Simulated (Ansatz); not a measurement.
Start from ZnCu2SnS4 (space group I-4, No. 82; a = 5.374 Å, c = 10.755 Å). Axes: x, y, z lie along a, b, c of the conventional cell.

Structures relaxed with PBEsol (Ansatz, a quantum-chemistry and plane-wave program, PAW, no spin-orbit coupling).

Base:

Simulated powder pattern, Cu Kα1, λ = 1.54056 Å (kinematic, ideal powder, no thermal factors, no anomalous dispersion; the 8 strongest lines at most, above 2 %, up to 2θ = 90°):

```tsv
2θ (°)	I/Imax (%)	hkl
28.74	100	(112)
33.32	11	(200)
47.82	39	(204)
47.84	19	(220)
56.74	14	(116)
56.77	27	(132)
77.31	10	(316)
89.20	12	(244)
```

After one change:

Simulated powder pattern, Cu Kα1, λ = 1.54056 Å (kinematic, ideal powder, no thermal factors, no anomalous dispersion; the 8 strongest lines at most, above 2 %, up to 2θ = 90°):

| 2θ (°) | I/Imax (%) |
|---|---|
| 29.05 | 100 |
| 33.32 | 11 |
| 47.84 | 20 |
| 48.61 | 38 |
| 56.94 | 28 |
| 58.31 | 13 |
| 78.67 | 10 |
| 89.79 | 12 |

Task: Name the change that was made.
A) uniaxial strain ε_zz = −3.00 %
B) uniaxial strain ε_zz = −2.25 %
C) uniaxial strain ε_zz = −1.50 %
D) uniaxial strain ε_zz = −0.75 %

Result: A, uniaxial strain ε_zz = −3.00 %. Its volume per atom is 18.83 Å³ against 19.41 Å³, and its space group is I-4 (No. 82).

Stability against distortions was not tested. All final runs are without spin polarisation.
